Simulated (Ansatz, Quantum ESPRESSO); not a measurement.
# One structure in several programs: Sn (I4_1/amd, 2 atoms in the cell)

Self-consistent single point.

```xyz
2
Lattice="-2.9951 2.9951 1.6292 2.9951 -2.9951 1.6292 2.9951 2.9951 -1.6292" Properties=species:S:1:pos:R:3 pbc="T T T"
Sn     0.0000     2.9951     0.8146
Sn     0.0000     0.0000     0.0000
```

Shared settings, as Ansatz (an electronic-structure program) writes them: kpoints.mp_grid.grid = 8 8 8; magnetization.spin_orbit = true; scf.occupations.method = gaussian; scf.occupations.width = 0.05 eV. Potentials and cutoffs stand in the table.

| code | model | pressure (GPa) | cutoff |
|---|---|---|---|
| Quantum ESPRESSO | PBE, spin-orbit coupling, PseudoDojo fully relativistic norm-conserving (PBE) pseudopotentials | -1.15 | 75 Ry |
| Ansatz | PBE with spin-orbit coupling, default PAW files | -1.18 | 420 eV |

The spread over the programs that give each value: pressure within 0.03 GPa.

Ansatz's pressure is given at a fixed set of plane waves, as the other plane-wave codes print theirs.

The starting cell comes from a database of computed structures (which also holds hypothetical and non-ambient phases and stackings), without a prior relaxation at this level. Its lattice was rescaled by a random factor within 2.5 % of one.

Left out of this page: Elk (with a known weakness of the program); FLEUR and SIESTA (not drawn, or without a comparable value).

Keys are those of Ansatz 0.2.
